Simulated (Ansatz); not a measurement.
Results of PBE0 (plane waves, PAW; Ansatz, a quantum-chemistry and plane-wave program) for fluorite PbF₂ (high-temperature phase).

Numerical settings: plane-wave cutoff 460 eV, 8×8×8 k mesh, Fermi–Dirac smearing 0.01 eV, scalar-relativistic PAW data made under PBE.

Equation-of-state points:

```json
[
 {"V (Å³/atom)": "16.651", "E − E_lowest (meV/atom)": "11.34", "P (GPa)": "4.27"},
 {"V (Å³/atom)": "17.191", "E − E_lowest (meV/atom)": "1.67", "P (GPa)": "1.54"},
 {"V (Å³/atom)": "17.527", "E − E_lowest (meV/atom)": "0.00", "P (GPa)": "0.07"},
 {"V (Å³/atom)": "17.966", "E − E_lowest (meV/atom)": "2.16", "P (GPa)": "-1.61"},
 {"V (Å³/atom)": "18.404", "E − E_lowest (meV/atom)": "8.62", "P (GPa)": "-3.08"}
]
```

### Question
Estimate the bulk modulus from the pressures at 17.191 and 17.966 Å³/atom, and compare it with a fit to all energies.

### Answer
B = −V dP/dV. Between V = 17.191 and 17.966 Å³/atom, dP/dV = (-1.61 − (1.54))/(17.966 − 17.191) = -4.06 GPa per Å³/atom; at the midpoint 17.578 Å³/atom this gives B ≈ 71.4 GPa. The third-order Birch–Murnaghan fit gives V0 = 17.545 Å³/atom, B0 = 72.1 GPa, B′ = 4.8, which lies within 1 % of that estimate.

Measured, for comparison: bulk modulus 64 GPa, equilibrium volume per atom 17.46 Å³/atom (temperature not stated, not corrected to a static lattice; as tabulated in Cadelano and Cappellini (2011), arXiv:1107.5962). Computed (rounded) less measured: bulk modulus +13 %, equilibrium volume per atom +0.5 %.

Spin–orbit coupling is not included; it can shift volumes and moduli of such heavy elements.

Computed values are for the static lattice.

The result took around 14 core-minutes (rough).
